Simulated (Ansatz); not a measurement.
Results of HSE06+SOC (Ansatz, a program for electronic structure, PAW) for HfO2 (Pca2₁, No. 29, 12 atoms in the cell; start mp-685097; a measured phase of this formula has another space group).

Settings: plane-wave cutoff 460 eV, 4×4×4 k mesh, Fermi–Dirac smearing 0.01 eV, PAW data made under PBE.

Cell (relaxed with PBEsol):

```cif
data_Hf4O8
_chemical_formula_sum 'Hf4 O8'
_space_group_name_H-M_alt 'P 1'
_space_group_IT_number 1
_cell_length_a 5.22805
_cell_length_b 5.01738
_cell_length_c 5.04167
_cell_angle_alpha 90.000
_cell_angle_beta 90.000
_cell_angle_gamma 90.000
loop_
_space_group_symop_operation_xyz
  'x, y, z'
loop_
_atom_site_label
_atom_site_type_symbol
_atom_site_fract_x
_atom_site_fract_y
_atom_site_fract_z
_atom_site_occupancy
Hf1 Hf 0.03288 0.26755 0.24223 1
Hf2 Hf 0.96712 0.73245 0.74223 1
Hf3 Hf 0.46712 0.26755 0.74223 1
Hf4 Hf 0.53288 0.73245 0.24223 1
O1 O 0.36789 0.07162 0.38005 1
O2 O 0.63211 0.92838 0.88005 1
O3 O 0.13211 0.07162 0.88005 1
O4 O 0.86789 0.92838 0.38005 1
O5 O 0.73395 0.45974 0.49072 1
O6 O 0.26605 0.54026 0.99072 1
O7 O 0.76605 0.45974 0.99072 1
O8 O 0.23395 0.54026 0.49072 1
```

Task: Estimate the band gap, smallest direct gap on the k points sampled and direct gap at Γ that the calculation returns.

Result: 
- band gap: 6.12 eV (on the SCF k mesh) (indirect)
- smallest direct gap on the k points sampled: 6.37 eV
- direct gap at Γ: 6.64 eV

Note: cell and atoms aren't relaxed at this level (largest force component 0.08 eV/Å, pressure 1.9 GPa).

Static lattice: no zero-point or thermal effects.

It cost very roughly 80 core-minutes of CPU time.

A start named mp-… is a Materials Project structure, which need not be a measured phase.
